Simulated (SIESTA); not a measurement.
**Input and output of a self-consistent single point for BaFe2S4 (I422, 7 atoms in the cell) (SIESTA)**

Method: SIESTA with GGA PBEsol, numerical atomic orbitals DZP, PseudoDojo PBEsol standard norm-conserving potentials (rewritten from UPF to PSML).

The input file:

```
# files in the folder: Ba.psml Fe.psml S.psml (PseudoDojo PBEsol standard)
SystemName  Ba(FeS2)2
SystemLabel Ba(FeS2)2

NumberOfAtoms                7
NumberOfSpecies              3
%block ChemicalSpeciesLabel
  1 56 Ba
  2 26 Fe
  3 16 S
%endblock ChemicalSpeciesLabel
LatticeConstant              1.0 Ang
%block LatticeVectors
    -3.938215000    3.938215000    2.607380000
     3.938215000   -3.938215000    2.607380000
     3.938215000    3.938215000   -2.607380000
%endblock LatticeVectors
AtomicCoordinatesFormat      Ang
%block AtomicCoordinatesAndAtomicSpecies
     0.000000000    0.000000000    0.000000000  1
     0.000000000    3.938215000    0.000000000  2
     3.938215000    0.000000000    0.000000000  2
     5.142599911    1.204384911    1.303690000  3
    -1.204384911    5.142599911    1.303690000  3
     2.733830089   -1.204384911    1.303690000  3
     1.204384911    2.733830089    1.303690000  3
%endblock AtomicCoordinatesAndAtomicSpecies

XC.functional                GGA
XC.authors                   PBEsol
PAO.BasisSize                DZP
PAO.EnergyShift              0.01 Ry
MeshCutoff                   300 Ry
%block kgrid.MonkhorstPack
    4   0   0  0.0
    0   4   0  0.0
    0   0   4  0.0
%endblock kgrid.MonkhorstPack
OccupationFunction           FD
ElectronicTemperature        0.1 eV
Spin                         polarized
%block DM.InitSpin
  1 +0.00
  2 +4.00
  3 +4.00
  4 +0.00
  5 +0.00
  6 +0.00
  7 +0.00
%endblock DM.InitSpin

MaxSCFIterations             150
SCF.Mixer.Method             Pulay
SCF.Mixer.Weight             0.1
SCF.Mixer.History            8
SCF.DM.Tolerance             1.0E-05
Diag.ParallelOverK           true
WriteForces                  true
Charge.Mulliken              end
```

Log, with long lists cut:

```
reinit: Reading from file input.fdf

reinit: System Name: Ba(FeS2)2
reinit: System Label: Ba(FeS2)2

NOTE on units for spin output:
{S} is the spin magnetic moment, in units of the Bohr magneton,
assuming a g-factor for the electron spin of exactly 2.
The spin magnetic moment is then numerically equal to the charge inbalance,
in units of electrons, between the spin-up and -down channels.

coor:   Atomic-coordinates input format  =     Cartesian coordinates
coor:                                          (in Angstroms)

siesta: Atomic coordinates (Bohr) and species
siesta:      0.00000   0.00000   0.00000  1        1
siesta:      0.00000   7.44215   0.00000  2        2
siesta:      7.44215   0.00000   0.00000  2        3
siesta:      9.71811   2.27596   2.46362  3        4
siesta:     -2.27596   9.71811   2.46362  3        5
siesta:      5.16619  -2.27596   2.46362  3        6
siesta:      2.27596   5.16619   2.46362  3        7

siesta: System type = bulk

initatomlists: Number of atoms, orbitals, and projectors:      7    99   126

siesta: ******************** Simulation parameters ****************************
redata: Spin configuration                          = collinear
redata: Time-Reversal Symmetry                      = T
redata: Number of Atomic Species                    =        3
redata: Mesh Cutoff                                 =   300.0000 Ry
redata: Net charge of the system                    =     0.0000 |e|
redata: Min. number of SCF Iter                     =        0
redata: Max. number of SCF Iter                     =      150
redata: SCF convergence failure will abort job
redata: SCF mix quantity                            = Hamiltonian
redata: Mix DM or H after convergence               =   F
redata: Recompute H after scf cycle                 =   F
redata: Mix DM in first SCF step                    =   T
redata: No kicks to SCF
   [... lines left out ...]
diag: Absolute tolerance                            =  0.100E-15
diag: Orthogonalization factor                      =  0.100E-05
diag: Memory factor                                 =  1.0000

superc: Internal auxiliary supercell:     5 x     5 x     5  =     125
superc: Number of atoms, orbitals, and projectors:    875  12375  15750

                        Single-point calculation

superc: Internal auxiliary supercell:     5 x     5 x     5  =     125
superc: Number of atoms, orbitals, and projectors:    875  12375  15750

outcell: Unit cell vectors (Ang):
       -3.938215    3.938215    2.607380
        3.938215   -3.938215    2.607380
        3.938215    3.938215   -2.607380

outcell: Cell vector modules (Ang)   :    6.149594    6.149594    6.149594
outcell: Cell angles (23,13,12) (deg):    100.3563    100.3563    129.8262
outcell: Cell volume (Ang**3)        :    161.7570
new_DM -- step:     1
Initializing Density Matrix...

Attempting to read DM from file... Failed...
initDM: WARNING: atom 1 has a closed-shell and cannot be polarized
DM filled with atomic data (user-defined):

InitMesh: MESH = 60 x 60 x 80 = 288000
InitMesh: Mesh cutoff (required, used) =   300.000   320.757 Ry

stepf: Fermi-Dirac step function
        iscf     Eharris(eV)        E_KS(eV)     FreeEng(eV)     dDmax    Ef(eV) dHmax(eV)
   scf:    1    -8657.846047    -8740.773241    -8740.921580  0.876630 -2.440163 29.315568
     spin moment: {S} , |S| = {        0.0        0.0    8.18665 }     8.18665
   scf:    2    -8786.571210    -8768.676172    -8768.869882  0.186277 -3.780065 12.130523
     spin moment: {S} , |S| = {        0.0        0.0    7.27597 }     7.27597
   scf:    3    -8769.195863    -8774.025844    -8774.159812  0.261385 -4.504653  5.375150
     spin moment: {S} , |S| = {        0.0        0.0    5.56781 }     5.56781
   scf:    4    -8748.665213    -8767.518375    -8767.716789  0.231080 -3.572333 13.537783
     spin moment: {S} , |S| = {        0.0        0.0    6.97817 }     6.97817
   scf:    5    -8761.427620    -8772.881679    -8773.024153  0.303167 -4.400381  8.284512
     spin moment: {S} , |S| = {        0.0        0.0    5.14756 }     5.14756
   scf:    6    -8776.418029    -8775.062742    -8775.202997  0.061778 -4.219807  3.498918
   [... lines left out ...]
   scf:   49    -8775.669726    -8775.669731    -8775.851105  0.000026 -4.045769  0.000235
     spin moment: {S} , |S| = {        0.0        0.0    2.27041 }     2.27041
   scf:   50    -8775.669722    -8775.669726    -8775.851105  0.000023 -4.045760  0.000172
     spin moment: {S} , |S| = {        0.0        0.0    2.27050 }     2.27050
   scf:   51    -8775.669723    -8775.669725    -8775.851105  0.000013 -4.045755  0.000147
     spin moment: {S} , |S| = {        0.0        0.0    2.27052 }     2.27052
   scf:   52    -8775.669726    -8775.669725    -8775.851105  0.000031 -4.045761  0.000057
     spin moment: {S} , |S| = {        0.0        0.0    2.27039 }     2.27039
   scf:   53    -8775.669729    -8775.669727    -8775.851105  0.000011 -4.045769  0.000020
     spin moment: {S} , |S| = {        0.0        0.0    2.27031 }     2.27031
   scf:   54    -8775.669726    -8775.669726    -8775.851105  0.000005 -4.045765  0.000013
     spin moment: {S} , |S| = {        0.0        0.0    2.27034 }     2.27034
SCF Convergence by DM+H criterion
max |DM_out - DM_in|         :     0.0000052243
max |H_out - H_in|      (eV) :     0.0000125235
SCF cycle converged after 54 iterations

Using DM_out to compute the final energy and forces

siesta: E_KS(eV) =            -8775.6697

siesta: E_KS - E_eggbox =     -8775.6697

siesta: Atomic forces (eV/Ang):
     1   -0.000026    0.000026    0.000000
     2    0.000119   -0.000233    0.000283
     3    0.000233   -0.000119   -0.000283
     4   -0.187534   -0.187549    0.000227
     5    0.188406   -0.188404    0.000009
     6    0.187551    0.187533   -0.000245
     7   -0.188339    0.188337    0.000009
   Tot    0.000409   -0.000409    0.000000
   Max    0.188406
   Res    0.116010    sqrt( Sum f_i^2 / 3N )
   Max    0.188406    constrained

Stress tensor Voigt[x,y,z,yz,xz,xy] (kbar):       32.16       32.16       45.30       -0.02       -0.02        0.05
(Free)E + p*V (eV/cell)    -8779.5405
Target enthalpy (eV/cell)    -8775.8511

siesta: Program's energy decomposition (eV):
siesta: Ebs     =     -1611.050931
siesta: Eions   =     13254.242177
siesta: Ena     =      2246.331327
siesta: Ekin    =      3738.540783
siesta: Enl     =      -113.767287
siesta: Eso     =         0.000000
siesta: Edftu   =         0.000000
siesta: DEna    =        84.972979
siesta: DUscf   =         1.836562
siesta: DUext   =         0.000000
siesta: Ex      =     -1371.399326
siesta: Ec      =      -107.942588
siesta: Exc     =     -1479.341913
siesta: Eharris =     -8775.669726
siesta: Etot    =     -8775.669726
siesta: FreeEng =     -8775.851105

siesta: Atomic forces (eV/Ang):
siesta:      1   -0.000026    0.000026    0.000000
siesta:      2    0.000119   -0.000233    0.000283
siesta:      3    0.000233   -0.000119   -0.000283
siesta:      4   -0.187534   -0.187549    0.000227
siesta:      5    0.188406   -0.188404    0.000009
siesta:      6    0.187551    0.187533   -0.000245
siesta:      7   -0.188339    0.188337    0.000009
siesta: ----------------------------------------
siesta:    Tot    0.000409   -0.000409    0.000000

siesta: Stress tensor (static) (eV/Ang**3):
   [... lines left out ...]
siesta: Cell volume =        161.757030 Ang**3
siesta:         -36.54329166        -30.56349692  kBar
   [... lines left out ...]

             -0.080  -0.046  -0.055
   3  7.442   0.987   0.267  -0.045   1.000   1.004   1.001   0.165   0.157
              0.140   0.654   0.558   0.693   0.613   0.526  -0.046  -0.046

             -0.080  -0.051  -0.055

Species: S
Atom  Qatom  Qorb
               3s      3s      3py     3pz     3px     3py     3pz     3px
               3Pdxy   3Pdyz   3Pdz2   3Pdxz   3Pdx2-y2
   4  3.104   0.767   0.073   0.774   0.674   0.774  -0.037   0.018  -0.037
              0.016   0.020   0.027   0.020   0.014
   5  3.104   0.767   0.073   0.774   0.674   0.774  -0.037   0.018  -0.037
              0.016   0.020   0.027   0.020   0.014
   6  3.104   0.767   0.073   0.774   0.674   0.774  -0.037   0.018  -0.037
              0.016   0.020   0.027   0.020   0.014
   7  3.104   0.767   0.073   0.774   0.674   0.774  -0.037   0.018  -0.037
              0.016   0.020   0.027   0.020   0.014

mulliken: Qtot =       31.865

Mulliken Atomic Populations:
Atom #   charge [q] valence [e]      Sz [e]  Species
     1     0.825120    9.174880    0.042993  Ba
     2     0.134428   15.865572    0.981358  Fe
     3     0.134428   15.865572    0.981283  Fe
     4    -0.273483    6.273483    0.066184  S
     5    -0.273504    6.273504    0.066175  S
     6    -0.273483    6.273483    0.066184  S
     7    -0.273505    6.273505    0.066168  S
 Total     0.000000                2.270344
```

The run converged in 54 iterations.

The starting cell comes from a database of computed structures (which also holds hypothetical and non-ambient phases and stackings), without a prior relaxation at this level. The moments shrank to a small part of their start, a low-spin state that need not be the lowest. Values carry the incompleteness of an atom-centred basis. With a pressure of about -4 GPa the cell is away from its equilibrium volume at this level.

Cost on one core of a shared machine: roughly 3 min.
